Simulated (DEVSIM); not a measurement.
Device: Al/HfO2/p-In0.53Ga0.47As capacitor, at 400 K.

| layer (left to right) | material | thickness (nm) | Na (cm⁻³) |
|---|---|---|---|
| 1 | HfO2 | 2.80 | - |
| 2 | In0.53Ga0.47As | 7300 | 6.1e15 |

Metal gate on the left, work function 4.1 eV. Fixed charge at the semiconductor interface 0 cm⁻² (in units of +e); interface traps 4.6e11 cm⁻² eV⁻¹, uniform in energy, neutral level at 0.3 of the gap above the valence band.

The device is made up for the run: typed textbook-type constants, with dimensions and the other settings drawn at random. Values at 300 K; Nc and Nv go as T^1.5, mobilities as T to minus their exponent, the gap by Varshni's rule with the affinity fixed.

```csv
parameter,HfO2,In0.53Ga0.47As
gap (eV),5.7,0.74
affinity (eV),2.5,4.51
permittivity,22,13.9
Nc (cm⁻³),-,2.1e17
Nv (cm⁻³),-,7.7e18
Varshni α (eV/K),-,0.00035
Varshni β (K),-,190
```

Model (solved in DEVSIM): 1D Poisson equation in equilibrium, Boltzmann statistics, complete ionisation; no quantum confinement or tunnelling. Metal contacts follow the ideal Schottky-Mott rule: no Fermi-level pinning, no interface dipoles.

The gate work function was swept, all else fixed.

```json
[
 {"gate work function (eV)": "3.8", "threshold voltage (band bending 2φF) (V)": "-0.84", "flat-band voltage (V)": "-1.16"},
 {"gate work function (eV)": "3.95", "threshold voltage (band bending 2φF) (V)": "-0.69", "flat-band voltage (V)": "-1.01"},
 {"gate work function (eV)": "4.1", "threshold voltage (band bending 2φF) (V)": "-0.54", "flat-band voltage (V)": "-0.86"},
 {"gate work function (eV)": "4.25", "threshold voltage (band bending 2φF) (V)": "-0.39", "flat-band voltage (V)": "-0.71"},
 {"gate work function (eV)": "4.4", "threshold voltage (band bending 2φF) (V)": "-0.24", "flat-band voltage (V)": "-0.56"}
]
```

From the first row to the last the threshold voltage (band bending 2φF) goes from -0.84 to -0.24. From the first row to the last the flat-band voltage goes from -1.16 to -0.56.
